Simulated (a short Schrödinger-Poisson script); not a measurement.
System: gated In0.52Al0.48As/In0.53Ga0.47As modulation-doped gas in a quantum well, at 20 K.

```
layer        material  thickness (nm)  Nd (cm⁻³)  Na (cm⁻³)
-----  --------------  --------------  ---------  ---------
1      In0.52Al0.48As               8          -          -
2      In0.52Al0.48As              40       8e17          -
3      In0.52Al0.48As               5          -          -
4      In0.53Ga0.47As              15          -          -
5      In0.52Al0.48As            4000          -       7e14
```

Constants are typed, rounded textbook-type inputs, not results; the design itself was drawn at random and stands for no fabricated device. In0.52Al0.48As: permittivity 12.5, conduction-band edge (eV) 0.52, gap (eV) 1.45, electron mass (mₑ) 0.075, Nv at 300 K (cm⁻³) 1.1e19. In0.53Ga0.47As: permittivity 13.9, conduction-band edge (eV) 0, gap (eV) 0.74, Nv at 300 K (cm⁻³) 7.7e18.

Channel valleys (confinement mass, in-plane density-of-states mass, number): Γ 0.041, 0.041, 1. At the gate the conduction-band edge of layer 1 lies 0.65 eV − eVg above the Fermi level of the channel; the field vanishes at the back. Donor level 0.05 eV below the band edge. The barrier under the gate holds no holes. Gaps are held at their typed values at every temperature. Mesh 0.08 nm at interfaces.

From a short Schrödinger-Poisson script (our own, NumPy): 1D Poisson equation in equilibrium, electrons quantum, Hartree plus LDA exchange-correlation (BenDaniel-Duke, 40 states a valley, the channel's in-plane mass for all, wave functions free to enter the barrier), parabolic valleys, classical holes, donors ionised by Fermi statistics, acceptors fully, no traps, pinning or gate leakage.

The same stack at other levels of the model or other numerical settings:

```json
[
 {"run": "base", "sheet density of all electrons at Vg = 0.4 V (cm⁻²)": "1.36e12", "sheet density of all electrons at Vg = -0.6 V (cm⁻²)": "5.27e11", "capacitance at Vg = 0.4 V (μF/cm²)": "0.548", "centroid of the channel electrons at Vg = 0.4 V (nm)": "5.43", "rough cost against the base": "about 1"},
 {"run": "electrons treated as classical, Boltzmann", "sheet density of all electrons at Vg = 0.4 V (cm⁻²)": "1.77e12", "sheet density of all electrons at Vg = -0.6 V (cm⁻²)": "[?]", "capacitance at Vg = 0.4 V (μF/cm²)": "0.546", "centroid of the channel electrons at Vg = 0.4 V (nm)": "0.40", "rough cost against the base": "0.01"},
 {"run": "electrons treated as classical, Fermi-Dirac", "sheet density of all electrons at Vg = 0.4 V (cm⁻²)": "1.39e12", "sheet density of all electrons at Vg = -0.6 V (cm⁻²)": "[?]", "capacitance at Vg = 0.4 V (μF/cm²)": "0.548", "centroid of the channel electrons at Vg = 0.4 V (nm)": "[?]", "rough cost against the base": "0.06"},
 {"run": "electrons treated as quantum, Hartree", "sheet density of all electrons at Vg = 0.4 V (cm⁻²)": "1.33e12", "sheet density of all electrons at Vg = -0.6 V (cm⁻²)": "5.17e11", "capacitance at Vg = 0.4 V (μF/cm²)": "0.548", "centroid of the channel electrons at Vg = 0.4 V (nm)": "5.52", "rough cost against the base": "0.7"},
 {"run": "mesh six times as coarse", "sheet density of all electrons at Vg = 0.4 V (cm⁻²)": "1.36e12", "sheet density of all electrons at Vg = -0.6 V (cm⁻²)": "5.27e11", "capacitance at Vg = 0.4 V (μF/cm²)": "0.548", "centroid of the channel electrons at Vg = 0.4 V (nm)": "5.41", "rough cost against the base": "0.2"},
 {"run": "one subband a valley", "sheet density of all electrons at Vg = 0.4 V (cm⁻²)": "1.36e12", "sheet density of all electrons at Vg = -0.6 V (cm⁻²)": "5.27e11", "capacitance at Vg = 0.4 V (μF/cm²)": "0.548", "centroid of the channel electrons at Vg = 0.4 V (nm)": "5.42", "rough cost against the base": "0.2"}
]
```

Some entries are withheld; supply them.


- electrons treated as classical, Fermi-Dirac, sheet density of all electrons at Vg = -0.6 V (cm⁻²): 5.39e11
- electrons treated as classical, Fermi-Dirac, centroid of the channel electrons at Vg = 0.4 V (nm): 5.17
- electrons treated as classical, Boltzmann, sheet density of all electrons at Vg = -0.6 V (cm⁻²): 6.25e11

The classical rows ignore confinement, and Boltzmann statistics overrate the density once the band edge passes the Fermi level.
